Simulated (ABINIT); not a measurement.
## Short convergence ladders for Ir (Fm-3m, 1 atom in the cell)

```
Ir
1.0
    0.00000     1.91040     1.91040
    1.91040     0.00000     1.91040
    1.91040     1.91040     0.00000
Ir
1
Direct
  0.00000   0.00000   0.00000
```

Base method: PBE, PAW (JTH v2.0 PBE PAW) (plane waves; ABINIT).

Base settings: pseudos = [Ir.GGA_PBE-JTH.xml]; ecut = 544 eV; pawecutdg = 1088 eV; ixc = 11; occopt = 7; tsmear = 0.00367493 Ha; ngkpt = 5 5 5; nshiftk = 1; shiftk = 0 0 0; potentials = JTH v2.0 PBE PAW.

The count of work is k-points × plane waves × bands × iterations; it is no time. 

**The cutoff for other potential files**

Level: DFT, PBE, plane waves, norm-conserving pseudopotentials (PseudoDojo nc-sr-05 PBE standard).

In this ladder: pseudos = [Ir.upf]; pawecutdg = default; nband = 14; potentials = PseudoDojo nc-sr-05 PBE standard.

The second cell is the first with its lattice scaled by 0.98.

The mesh stays at the base's, so the ladder's end is converged at best in this setting alone.

Only quantities that move along the ladder and can be compared are tabulated.

| ecut | free energy less the last step's (meV/atom) | energy of the compressed cell less the first (meV/atom) | pressure (GPa) | count of work / last |
|---|---|---|---|---|
| 408 eV | 3992.96 | 173.31 | -138.68 | 0.094 |
| 517 eV | 1019.53 | 143.42 | -33.31 | 0.13 |
| 653 eV | 143.67 | 171.69 | 7.52 | 0.18 |
| 789 eV | 12.58 | 169.03 | 17.30 | 0.25 |
| 925 eV | 1.18 | 169.43 | 18.75 | 0.36 |
| 1116 eV | 0.65 | 169.42 | 18.79 | 0.47 |
| 1388 eV | 0.33 | 169.41 | 18.80 | 0.56 |
| 1850 eV | 0.00 | 169.41 | 18.80 | 1.0 |

Coarsest ecut that holds the free energy within 5 meV/atom of the last step, with all finer ones: 925 eV, at 0.36 of the last step's count of work; the step before is off by 13 meV/atom.

Coarsest ecut that holds the energy of the compressed cell less the first within 0.2 meV/atom of the last step, with all finer ones: 925 eV, at 0.36 of the last step's count of work; the step before is off by 0.38 meV/atom.

Coarsest ecut that holds the pressure within 1 GPa of the last step, with all finer ones: 925 eV, at 0.36 of the last step's count of work; the step before is off by 1.5 GPa.

The energy difference between the two cells stays within 1 meV/atom of the last step's from 789 eV on, the total only from 1116 eV on: much of the error is common to both cells and cancels.

At the lowest cutoff the pressure lies 157 GPa under the last step's, the usual sign of Pulay stress in an incomplete plane-wave basis.

**The density cutoff**

The second cell is the first with its lattice scaled by 0.98.

The mesh stays at the base's, so the ladder's end is converged at best in this setting alone.

Only quantities that move along the ladder and can be compared are tabulated.

These are the values that this program gave, and no reference: the one-centre exchange-correlation terms come from a truncated expansion.

| pawecutdg | energy of the compressed cell less the first (meV/atom) | pressure (GPa) |
|---|---|---|
| 544 eV | 175.06 | 19.54 |
| 680 eV | 175.08 | 19.54 |
| 816 eV | 174.03 | 19.18 |
| 1088 eV | 173.83 | 19.35 |
| 1361 eV | 173.80 | 19.28 |
| 2177 eV | 173.90 | 19.34 |

Coarsest pawecutdg that holds the pressure within 0.1 GPa: not settled: the last two steps still differ by 0.05 GPa, over half the tolerance, so the ladder does not show it.

Coarsest pawecutdg that holds the energy of the compressed cell less the first within 0.2 meV/atom of the last step, with all finer ones: 816 eV; the step before is off by 1.2 meV/atom.

Two neighbours can agree and both be off: 544 eV and 680 eV differ by 0.02 meV/atom in the energy of the compressed cell less the first, yet lie about 1.2 meV/atom from the last step.

**The relaxed cell against the cutoff**

In this ladder: ionmov = 22; ntime = 40; tolmxf = 5e-05 Ha/bohr; optcell = 2; dilatmx = 1.08; ecutsm = 0.5 Ha. Moved along: pawecutdg.

The mesh stays at the base's, so the ladder's end is converged at best in this setting alone.

Only quantities that move along the ladder and can be compared are tabulated.

These are the values that this program gave, and no reference: the one-centre exchange-correlation terms come from a truncated expansion.

```tsv
ecut	relaxed volume (Å³/atom)	relaxation steps
272 eV	14.691	4
327 eV	14.659	4
381 eV	14.661	4
463 eV	14.661	4
544 eV	14.661	4
653 eV	14.662	4
816 eV	14.661	4
1088 eV	14.660	4
```

Coarsest ecut that holds the relaxed volume within 0.015 Å³/atom of the last step, with all finer ones: 327 eV; the step before is off by 0.031 Å³/atom.

At the lowest cutoff the cell relaxes to a volume 0.2 % larger than at the highest.

On the base run: the starting cell has typed, rounded lattice constants, without a prior relaxation at this level. Its lattice was rescaled by up to half a per cent. Spin polarisation is off. Without a gap this mesh is coarse (it stands for a supercell whose shortest vector is 14 Å).
